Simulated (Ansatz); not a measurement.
CdTe under load (space group F-43m), r2SCAN with spin-orbit coupling, rigid bands in Ansatz (a first-principles code). Condition of this run: hydrostatic pressure of -1.5 GPa (compression positive) (the target of the relaxation). Band gap 0.88 eV, N_c = 6.36e17 cm⁻³ and N_v = 2.04e19 cm⁻³ at 300 K, conductivity masses of 0.0927 mₑ (electrons) and 0.579 mₑ (holes). Take k_BT = 0.02585 eV.

Question: What thermal injection velocity √(2k_BT/πm) limits a ballistic channel?

Answer: 1.77e7 cm/s for electrons and 7.07e6 cm/s for holes, a ratio of √(m_h/m_e) = 2.50, for dilute carriers.

Question: What built-in voltage has an abrupt junction with N_A = 1e17 and N_D = 1e17 cm⁻³, all dopants ionised?

Answer: V_bi = E_g/e − (k_BT/e) ln(N_c N_v/(N_A N_D)) = 0.88 − 0.02585 × 7.17 = 0.69 V, for the computed gap.

Question: Find the intrinsic carrier density and the intrinsic Fermi level.

Answer: n_i = √(N_c N_v) exp(−E_g/2k_BT) = 3.60e18 × exp(−17.02) = 1.5e11 cm⁻³. The level lies (k_BT/2) ln(N_v/N_c) = 45 meV from mid-gap (positive towards the conduction band). Each 0.1 eV added to the gap lowers n_i by a factor of 6.9.

Rigid bands with the computed gap; masses take one relaxation time for all states. Geometry: cell and atoms relaxed with PBEsol.
